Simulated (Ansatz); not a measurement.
System: TiS₂ (model structure, started from the HfO2 type, Pca2₁, No. 29, 12 atoms in the cell). Method: LDA in Ansatz (plane waves, PAW).

Settings: plane-wave cutoff 520 eV, 6×6×6 k mesh, Fermi–Dirac smearing 0.01 eV, no spin polarisation, scalar-relativistic PAW data made under PBE.

Cell (relaxed at this level):

```yaml
crystal:
  lattice:
    - [5.95577, 0.00000, 0.00000]
    - [0.00000, 5.74112, 0.00000]
    - [0.00000, 0.00000, 5.71660]
  atoms:
    - { symbol: Ti, position: [0.06790, 0.27958, 0.25296] }
    - { symbol: Ti, position: [0.93210, 0.72042, 0.75296] }
    - { symbol: Ti, position: [0.43210, 0.27958, 0.75296] }
    - { symbol: Ti, position: [0.56790, 0.72042, 0.25296] }
    - { symbol: S, position: [0.38325, 0.08288, 0.36109] }
    - { symbol: S, position: [0.61675, 0.91712, 0.86109] }
    - { symbol: S, position: [0.11675, 0.08288, 0.86109] }
    - { symbol: S, position: [0.88325, 0.91712, 0.36109] }
    - { symbol: S, position: [0.75196, 0.42829, 0.49895] }
    - { symbol: S, position: [0.24804, 0.57171, 0.99895] }
    - { symbol: S, position: [0.74804, 0.42829, 0.99895] }
    - { symbol: S, position: [0.25196, 0.57171, 0.49895] }
```

Q: What does this level give for the band gap?

A: 
- band gap = 0.16 eV (on the SCF k mesh)

Note: the relaxation could raise the start's symmetry but not lower it, so the cell can be a saddle point.

Computed values are for the static lattice.

A model structure was made by putting elements into a prototype or built by hand; it is no filed structure, need not be a known phase, and can be a saddle point held by its symmetry.

Ansatz is a first-principles code.
